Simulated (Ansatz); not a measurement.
The parent structure is HfN in the rock salt structure (space group Fm-3m, No. 225; a = 4.526 Å; relaxed with 0.1 eV smearing). Axes: x, y, z lie along the cube axes.

Computed with r2SCAN, PAW, 500 eV (Ansatz, a first-principles code; spin-orbit coupling left out).

Strains are applied to the cell and any free atomic positions relax; under biaxial strain the out-of-plane vector relaxes too.

One change was made to it. Results:

```tsv
quantity	base	after
energy relative to the base (free energy F)	0 meV/atom	+10 meV/atom
pressure (mean of the normal stresses, compression positive)	0.0 GPa	-6.2 GPa
volume per atom	11.59 Å³	11.87 Å³
```

Problem. What was done to the base?
A. biaxial strain +0.50 %, plane normal [001], relaxed out of plane
B. biaxial strain +1.00 %, plane normal [001], relaxed out of plane
C. biaxial strain +1.50 %, plane normal [001], relaxed out of plane
D. biaxial strain +2.00 %, plane normal [001], relaxed out of plane

Solution. C, biaxial strain +1.50 %, plane normal [001], relaxed out of plane. For comparison, the energy relative to the base in the other runs: biaxial strain +2.00 %, plane normal [001], relaxed out of plane gives +18 meV/atom; biaxial strain +0.50 %, plane normal [001], relaxed out of plane gives +1.2 meV/atom; biaxial strain +1.00 %, plane normal [001], relaxed out of plane gives +4.7 meV/atom.

Whether these cells are dynamically stable was not tested. The final runs are not spin-polarised. An odd electron count without spin: HfN.
